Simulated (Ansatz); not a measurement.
Base system: NbN (space group P6_3/mmc, No. 194; a = 2.963 Å, c = 11.155 Å). Axes: x lies along a and z along c of the hexagonal cell.

Computed with PBEsol, PAW, 420 eV (Ansatz, a first-principles code; no spin-orbit coupling).

Base values:

The band gap comes out as zero and the pressure is 0.0 GPa.

One thing is altered: the symmetric strain tensor [-0.0058 0.0128 -0.0008; 0.0128 -0.0013 0.0114; -0.0008 0.0114 -0.0023]; the atoms relax in the strained cell.

**Question.** Predict the new band gap.

**Answer.** The band gap stays zero.

**Question.** Predict the new energy relative to the base.

**Answer.** The energy goes up by 7.6 meV/atom.

**Question.** Estimate the effect on the pressure.

**Answer.** The pressure (mean of the normal stresses, compression positive) goes from zero to 3.4 GPa.

**Question.** Estimate the effect on the largest internal atomic displacement.

**Answer.** The largest internal atomic displacement amounts to 0.040 Å.

Without a gap, meshes like the base's 18×18×5 leave anisotropic stresses uncertain by several tenths of a GPa, and small strain energies with them. Stability against distortions was not tested. All final runs are without spin polarisation.
